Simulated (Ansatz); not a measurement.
Start from Ti$_{3}$InN in the anti-perovskite structure (space group Pm-3m, No. 221; a = 4.1497 Å; a cell from a computed database, its experimental status unchecked).

The values are results of PBEsol (Ansatz, a first-principles code), scalar-relativistic without spin-orbit coupling, not measurements.

One change was made to it. Results:

```
quantity                          base    after
-----------------------------  -------  -------
shortest interatomic distance  2.075 Å  2.260 Å
band gap                          zero     zero
```

Q: Which of these changes matches the shifts?
(A) In → Be
(B) N → P
(C) N → Cl

A: B, N → P. For comparison, the shortest interatomic distance in the other runs: N → Cl gives 2.221 Å; In → Be gives 2.006 Å.

Stability against distortions was not tested. As relaxed here, Ti3InP, Ti3InCl and Ti3BeN are hypothetical phases, not in the database extracts checked. No Hubbard U is applied, and correlation can decide whether such a compound is a metal. The final runs are not spin-polarised. An odd electron count without spin: Ti3BeN. Ti3InCl has a high density of states at the Fermi level and may be magnetic at this level. The zero or small gap of Ti3InP and Ti3InN can change with the level of theory.
